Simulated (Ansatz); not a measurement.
**Pressure series in La2O3**

Take La₂O₃ (space group P-3m1, No. 164) as the base.

```xyz
5
Lattice="3.9403 0.0000 0.0000 -1.9701 3.4124 0.0000 0.0000 0.0000 6.1880" Properties=species:S:1:pos:R:3 pbc="T T T"
La     0.0000     2.2749     1.5308
La     1.9701     1.1375     4.6572
O      0.0000     0.0000     0.0000
O      0.0000     2.2749     3.9930
O      1.9701     1.1375     2.1950
```

Cell and atoms are relaxed at each pressure.

All numbers come from plane-wave PAW DFT at the PBE level (Ansatz, a program for electronic structure, 420 eV), spin-orbit coupling left out.

| case | width of the top valence band | band gap | volume per atom | smallest direct gap | c/a ratio |
|---|---|---|---|---|---|
| base | 0.36 eV | 3.83 eV | 16.64 Å³ | 3.96 eV | 1.570 |
| pressure −2 GPa | 0.35 eV | 3.82 eV | 16.96 Å³ | 3.96 eV | 1.582 |
| pressure −1 GPa | 0.36 eV | 3.83 eV | 16.80 Å³ | 3.96 eV | 1.576 |
| pressure 0.9 GPa | 0.37 eV | 3.84 eV | 16.51 Å³ | 3.96 eV | 1.565 |
| pressure 2.1 GPa | 0.38 eV | 3.85 eV | 16.33 Å³ | 3.97 eV | 1.558 |
| pressure 4.5 GPa | 0.39 eV | 3.86 eV | 16.01 Å³ | 3.97 eV | 1.544 |
| pressure 9 GPa | 0.45 eV | 3.87 eV | 15.48 Å³ | 3.96 eV | 1.517 |
| pressure 15 GPa | 0.49 eV | 3.84 eV | 14.87 Å³ | 3.95 eV | 1.482 |
| pressure 22.5 GPa | 0.54 eV | 3.78 eV | 14.24 Å³ | 3.93 eV | 1.442 |
| pressure 30 GPa | 0.56 eV | 3.74 eV | 13.72 Å³ | 3.90 eV | 1.410 |

Load acts through the strain it causes; cell and atoms are relaxed under it. Whether these cells are dynamically stable was not tested. No other phases were tried under pressure.
